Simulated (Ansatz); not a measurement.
Structure of amorphous Si$_{24}$O$_{48}$H$_{2}$ (periodic cell):

```xyz
74
Lattice="9.8590 0.4787 0.6915 0.4787 10.9179 -0.3041 0.6915 -0.3041 10.9865" Properties=species:S:1:pos:R:3 pbc="T T T"
Si     1.8832     5.7459     4.8043
Si     3.3705     0.5108     9.6959
Si     8.6780     4.4347     5.2247
Si     5.9512     9.4829     8.8329
Si     4.9726     6.4577     8.5649
Si     6.7898    10.6073     2.8800
Si     9.8853     5.9761     3.0710
Si     3.5764     0.7539     4.2206
Si     1.5513     1.6810    10.8927
Si     4.7672     0.6448     7.0829
Si     0.9149     8.2060     1.8001
Si     2.1226     7.2227     9.7097
Si     1.6031     9.8457     3.4044
Si     7.1383     4.3868     9.5514
Si     4.7600     6.7623     5.5404
Si     8.9152     3.8851     1.2394
Si     6.6300     8.0883     4.9094
Si     1.0699     9.9573     8.8631
Si     7.2622     2.5533     6.8921
Si     9.0817     7.0621     6.6410
Si     1.5719     2.8144     5.1284
Si     8.2814     9.4801    10.8627
Si     9.9766     0.9167     6.9968
Si     9.1718     6.8079     9.7058
O      1.4116     5.4024     3.2719
O      6.0952     6.5260     4.5616
O      1.4927     7.9872     0.2978
O      3.5272     6.5597     9.2966
O      4.9297     0.5667     3.3427
O      8.5633     7.8763    10.7957
O      6.0345    10.2837     7.4165
O      3.6788     1.1130     8.2371
O     10.5235     3.1907    10.7258
O      5.8079     1.8360     6.7824
O      8.4434     1.4242     6.9366
O      9.6683    10.3277    10.5572
O      8.7670     5.4643     6.5036
O      4.6663    10.0840     9.6980
O      8.4453     5.3691     9.7858
O      0.8694    10.2763     4.7888
O      8.9746     7.4764     8.2148
O      7.4156     3.4653     5.5390
O      3.3506     6.4351     4.8323
O      5.1919     8.3616     5.7437
O      7.3589     3.4662     8.2197
O      1.9189     8.5851     8.7952
O      1.6662     0.1565     9.8951
O      3.2119     1.6590    10.8429
O      5.8336     5.3344     9.3105
O      2.9417    10.7130     3.2128
O      7.2724     9.8805     9.6618
O      6.9768    10.1802     1.3089
O     10.6399    11.0048     8.0884
O     10.0076     3.4792     5.0307
O      1.9816     4.3183     5.6440
O      6.7623     9.1905     3.7316
O      9.9875     5.1618     1.6951
O      0.9081     6.1991     9.3662
O     10.3744    10.2968     2.7956
O      5.7558     7.8940     8.6764
O      6.8398     3.4449    10.8267
O      9.9003     2.4811     1.9695
O      3.9229     0.2844     5.7519
O      7.4988     0.6654     3.6850
O      4.7825     6.0322     6.9993
O      0.7822     6.7761     5.4690
O      9.6160     7.5829     2.7799
O      2.8642     2.2384     4.2787
O      1.2037     1.6721     6.2707
O      8.6001     5.3858     3.9067
O      1.9941     8.2565     3.0763
O      8.0258     7.9958     5.7851
H      8.4003     0.3955     3.4071
H      6.8572     3.7647     0.5556
```

Calculation: PBE, scalar-relativistic without spin-orbit coupling (plane waves to 420 eV, PAW; Ansatz, a program for electronic structure). The usual formal charges leave 2 electrons over, so the level spacing at the Fermi energy parts defect or band states and needn't be the band gap.

The cell was made by melting and quenching with the CHGNet potential and then relaxed with DFT. O atoms were pushed apart under 1.9 Å during the dynamics, to hinder bonds among them. The hot cell started wider than the set density and was brought back towards it in steps. It is the lowest in DFT energy of 2 quenches. It is a model cell: composition and starting density were chosen by hand, and all elements were melted together. No dispersion term was used. Its density started from a set value of 2.18 and ended at 2.04 g/cm³. Cooling (nominally 800 K/ps over its main leg) ran many orders faster than in experiment, which tends to leave more defects and strain. One small periodic cell is one sample of the glass; other quenches scatter about these values. Volume and shape were free in the relaxation.

Bonds are counted up to Si-Si 2.60 Å, Si-O 2.00 Å, Si-H 1.70 Å, O-O 1.58 Å, O-H 1.16 Å, H-H 0.90 Å. Two cations that share two anions don't count as bonded, nor two that share one unless they lie closer than Si-Si 2.38 Å.

Task: Give the coordination numbers, mean bond lengths and angles.

Result: 
```yaml
Mean coordination of Si by anions: 3.96 (1 with 3, 23 with 4)
Mean coordination of O: 2.02 (47 with 2, 1 with 3)
Mean coordination of H: 1.00 (2 with 1)
Mean Si-O bond: 1.645 Å (spread 0.043 Å, 95 counted)
Mean O-H bond: 0.994 Å (spread 0.013 Å, 2 counted)
Bond angle at Si: mean 109.0°, spread 6.6°
Bond angle at O: mean 133.3°, spread 22.6°
```

Task: Which atoms depart from the most common coordination of their element?

Result: Si16 has 3 (O57 1.73 Å, O33 1.80 Å, O62 1.86 Å); O47 has 3 (Si18 1.71 Å, Si2 1.75 Å, Si9 1.83 Å).

Task: List the pairs of like atoms that count as bonded by the rules above.

Result: There are none by these rules.

Task: What Bader charges do the atoms carry, from a run on the zone centre alone?

Result: Means (range): Si +3.21 e (+1.78 to +3.30), O -1.63 e (-1.68 to -1.43), H +0.59 e (+0.55 to +0.62).
```
atom  charge (e)
----  ----------
Si1        +3.28
Si2        +3.25
Si3        +3.28
Si4        +3.29
Si5        +3.30
Si6        +3.28
Si7        +3.27
Si8        +3.29
Si9        +3.18
Si10       +3.29
Si11       +3.25
Si12       +3.29
Si13       +3.26
Si14       +3.29
Si15       +3.26
Si16       +1.78
Si17       +3.25
Si18       +3.28
Si19       +3.30
Si20       +3.28
Si21       +3.27
Si22       +3.30
Si23       +3.29
Si24       +3.29
O25        -1.65
O26        -1.61
O27        -1.65
O28        -1.64
O29        -1.63
O30        -1.65
O31        -1.64
O32        -1.64
O33        -1.61
O34        -1.65
O35        -1.65
O36        -1.64
O37        -1.65
O38        -1.64
O39        -1.65
O40        -1.64
O41        -1.65
O42        -1.63
O43        -1.64
O44        -1.62
O45        -1.65
O46        -1.64
O47        -1.68
O48        -1.61
O49        -1.65
O50        -1.65
O51        -1.65
O52        -1.65
O53        -1.65
O54        -1.65
O55        -1.63
O56        -1.65
O57        -1.64
O58        -1.63
O59        -1.61
O60        -1.65
O61        -1.44
O62        -1.60
O63        -1.64
O64        -1.43
O65        -1.65
O66        -1.64
O67        -1.64
O68        -1.63
O69        -1.64
O70        -1.64
O71        -1.61
O72        -1.64
H73        +0.62
H74        +0.55
```
